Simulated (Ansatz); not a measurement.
Structures of equal composition on the (111)B surface of 3C silicon carbide (C plane on top): 2x2 Si adatom at H3; 2x2 Si adatom at T1; 2x2 Si adatom at T4. The slabs share one bottom face, and each structure is named by its start. These are constructed structures in small cells; real faces may alloy, dewet or reconstruct in larger ones, and not all known structures of the face are among them. Slabs of about 11 Å, Fermi-Dirac smearing of 0.025 eV. Bottom of the slabs: H caps. Relaxed from the named starts with such symmetry as they have, on meshes of like density; energies extrapolated to zero smearing; spin only where a row says so; no spin-orbit coupling, no U. Brackets mark spin-polarised runs, whose order is one that fits the cell. Where a second, spin-polarised start was run, the lower counts.

Calculation: r2SCAN, at the PBE geometry (plane waves to 500 eV, PAW; Ansatz, an electronic-structure program).

Q: Put the candidates in order of energy per 1x1 cell, lowest first, for r2SCAN, at the PBE geometry.

A: 2x2 Si adatom at H3 (0.000 eV), 2x2 Si adatom at T4 (0.339 eV, a narrow gap of 0.06 eV by band count), 2x2 Si adatom at T1 (0.730 eV, no gap on the mesh)
